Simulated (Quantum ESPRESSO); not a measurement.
Quantum ESPRESSO 7.5, DFT, PBE, plane waves, PseudoDojo 0.5 standard norm-conserving PBE (local tails restored to the Coulomb form): 3C-SiC, 2 atoms. Basis and mesh were picked for this test and aren't claimed converged.

```yaml
cell: 3.08, 3.08, 3.08 Å; 60, 60, 60°
task: scf
ecutwfc: 82 Ry
ecutrho: 328 Ry
occupations: fixed
conv_thr: 2e-09 Ry
tprnfor: true
tstress: false
diagonalization: david (default)
mixing_mode: plain (default)
mixing_beta: 0.7 (default)
mixing_ndim: 8 (default)
k-points computed (base settings): 47
bands (base settings): 4
electrons (base settings): 8
G-vectors of the density (base settings): 14163
FFT grid (base settings): 36×36×36
symmetry operations (base settings): 24
```

It runs on a single node (AMD EPYC (Zen 5), 96 cores on 1 socket, no SMT, 12 L3 cache groups).

Wall times, medians of two to five repeats, each run alone on the node (launch to exit). Processes are pinned to neighbouring cores unless said otherwise. The times hold for this build (conda-forge: Open MPI 5.0, OpenMP, OpenBLAS 0.3.34 (pthreads), FFTW, ScaLAPACK, ELPA). Scratch files lie in a memory file system.

All on 16 ranks. The settings tried, from loose to tight:
- k_points = 5×5×5, -nk 4
- k_points = 8×8×8, -nk 16
- k_points = 10×10×10, -nk 16
- k_points = 12×12×12, -nk 16
- k_points = 15×15×15, -nk 16

The tightest serves as the yardstick; it is not itself proven converged.

### Question
Which is the loosest of these settings from which on the result stays within 1.0 meV/atom in energy of the tightest, and what does it save?

### Answer
k_points = 8×8×8, -nk 16: 1.5 s against 1.8 s.

```csv
setting,wall time,difference in energy
"k_points = 5×5×5, -nk 4",0.92 s,18 meV/atom
"k_points = 8×8×8, -nk 16",1.5 s,0.60 meV/atom
"k_points = 10×10×10, -nk 16",1.5 s,0.075 meV/atom
"k_points = 12×12×12, -nk 16",1.6 s,0.0094 meV/atom
"k_points = 15×15×15, -nk 16",1.8 s,—
```
